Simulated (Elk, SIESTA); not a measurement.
A SIESTA input for a self-consistent single point of K (Im-3m, 1 atom in the cell) (DFT, GGA PBE, numerical atomic orbitals DZP, PseudoDojo PBE standard norm-conserving potentials (rewritten from UPF to PSML)):

```
# files in the folder: K.psml (PseudoDojo PBE standard)
SystemName  K
SystemLabel siesta

NumberOfAtoms                1
NumberOfSpecies              1
%block ChemicalSpeciesLabel
  1 19 K
%endblock ChemicalSpeciesLabel
LatticeConstant              1.0 Bohr
%block LatticeVectors
    -4.988876969    4.988876969    4.988876969
     4.988876969   -4.988876969    4.988876969
     4.988876969    4.988876969   -4.988876969
%endblock LatticeVectors
AtomicCoordinatesFormat      Fractional
%block AtomicCoordinatesAndAtomicSpecies
     0.000000000    0.000000000    0.000000000  1
%endblock AtomicCoordinatesAndAtomicSpecies

XC.functional                GGA
XC.authors                   PBE
PAO.BasisSize                DZP
PAO.EnergyShift              0.01 Ry
MeshCutoff                   350 Ry
%block kgrid.MonkhorstPack
    9   0   0  0.0
    0   9   0  0.0
    0   0   9  0.0
%endblock kgrid.MonkhorstPack
OccupationFunction           MP
OccupationMPOrder            0
ElectronicTemperature        136.0 meV

MaxSCFIterations             150
SCF.Mixer.Method             Pulay
SCF.Mixer.Weight             0.1
SCF.Mixer.History            6
SCF.DM.Tolerance             1.0E-04
Diag.ParallelOverK           true
WriteForces                  true
```

**Question.** Write the same calculation as an input for Elk.

**Answer.** One input that does it (others would too):

```
tasks
  0

xctype
  20

rgkmax
  8.0

gmaxvr
  14.0

nxlo
  2

lorbcnd
  .true.

lmaxi
  3

stype
  0

swidth
  0.00499791

maxscl
  100

avec
   -4.9888769690    4.9888769690    4.9888769690
    4.9888769690   -4.9888769690    4.9888769690
    4.9888769690    4.9888769690   -4.9888769690

atoms
  1
  'K.in'
  1
  0.0000000000  0.0000000000  0.0000000000    0.0 0.0 0.0

ngridk
  9 9 9
```

Basis, cutoffs, solver keys and any potentials are the target program's own. This input uses DFT, PBE, all-electron FP-LAPW, Elk's shipped species files, APW+lo basis with extra local orbitals.

The starting cell has typed, rounded lattice constants, without a prior relaxation at this level.
